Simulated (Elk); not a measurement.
Band structure of NbN (Fm-3m, 2 atoms in the cell).

```xyz
2
Lattice="0.0000 2.2113 2.2113 2.2113 0.0000 2.2113 2.2113 2.2113 0.0000" Properties=species:S:1:pos:R:3 pbc="T T T"
Nb     2.2113     2.2113     2.2113
N      0.0000     0.0000     0.0000
```

Computed with Elk with PBE, all-electron FP-LAPW, Elk's shipped species files, APW+lo basis with extra local orbitals.

Settings: xctype = 20; rgkmax = 7.5; swidth = 0.00367493 Ha; ngridk = 17 17 17; gmaxvr = 16 1/bohr; nxlo = 2; lorbcnd = true; rmtscf = 0.89; lmaxi = 3; maxscl = 100.

The starting cell comes from a database of computed structures (which also holds hypothetical and non-ambient phases and stackings), without a prior relaxation at this level. Its lattice was rescaled by a random factor within 2.5 % of one. Spin polarisation is off. Values depend on the basis (sphere radii, cutoffs, local orbitals), which need not be converged.

Levels in eV from the Fermi level, bands 6 to 13:
```json
[
 {"point": "Γ", "6": "-3.26", "7": "-3.26", "8": "-3.26", "9": "-1.95", "10": "-1.95", "11": "-1.95", "12": "-0.12", "13": "-0.12"},
 {"point": "X", "6": "-5.67", "7": "-4.91", "8": "-3.93", "9": "-3.93", "10": "1.58", "11": "2.73", "12": "2.73", "13": "3.91"},
 {"point": "W", "6": "-6.55", "7": "-5.93", "8": "-5.93", "9": "-0.08", "10": "-0.08", "11": "2.74", "12": "3.35", "13": "4.48"},
 {"point": "K", "6": "-6.70", "7": "-5.90", "8": "-5.52", "9": "-1.85", "10": "1.96", "11": "2.13", "12": "3.96", "13": "4.34"},
 {"point": "L", "6": "-8.97", "7": "-6.91", "8": "-6.91", "9": "1.45", "10": "1.45", "11": "1.96", "12": "4.49", "13": "6.65"},
 {"point": "U", "6": "-6.70", "7": "-5.90", "8": "-5.52", "9": "-1.85", "10": "1.96", "11": "2.13", "12": "3.96", "13": "4.34"}
]
```

Bands cross the Fermi level along this path, so the cell is metallic at this level.
